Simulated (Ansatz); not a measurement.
Base system: BN (space group P6_3/mmc, No. 194; layered, stacked along the Cartesian z axis).

```cif
data_B2N2
_chemical_formula_sum 'B2 N2'
_space_group_name_H-M_alt 'P 1'
_space_group_IT_number 1
_cell_length_a 2.50644
_cell_length_b 2.50644
_cell_length_c 6.61468
_cell_angle_alpha 90.000
_cell_angle_beta 90.000
_cell_angle_gamma 120.000
loop_
_space_group_symop_operation_xyz
  'x, y, z'
loop_
_atom_site_label
_atom_site_type_symbol
_atom_site_fract_x
_atom_site_fract_y
_atom_site_fract_z
_atom_site_occupancy
B1 B 0.66667 0.33333 0.75000 1
B2 B 0.33333 0.66667 0.25000 1
N1 N 0.33333 0.66667 0.75000 1
N2 N 0.66667 0.33333 0.25000 1
```

Method: DFT with PBE-D3(BJ), PAW potentials and a 420 eV plane-wave cutoff in Ansatz (a program for electronic structure), scalar-relativistic without spin-orbit coupling.

Strains are applied to the cell and any free atomic positions relax.

One change was made to it. Results:

The pressure (mean of the normal stresses, compression positive) goes from zero to -8.12 GPa; the width of the top valence band drops by 0.04 eV to 3.18 eV; the band gap shrinks by 0.04 eV (4.24 eV → 4.20 eV); the energy grows by 8.5 meV/atom.

**Question.** Which change produced these results?
A. isotropic strain +0.60 %
B. isotropic strain +2.40 %
C. isotropic strain +1.20 %
D. isotropic strain +1.80 %

**Answer.** C, isotropic strain +1.20 %. For comparison, the energy relative to the base in the other runs: isotropic strain +1.80 % gives +19 meV/atom; isotropic strain +2.40 % gives +33 meV/atom; isotropic strain +0.60 % gives +2.2 meV/atom.

Whether these cells are dynamically stable was not tested.
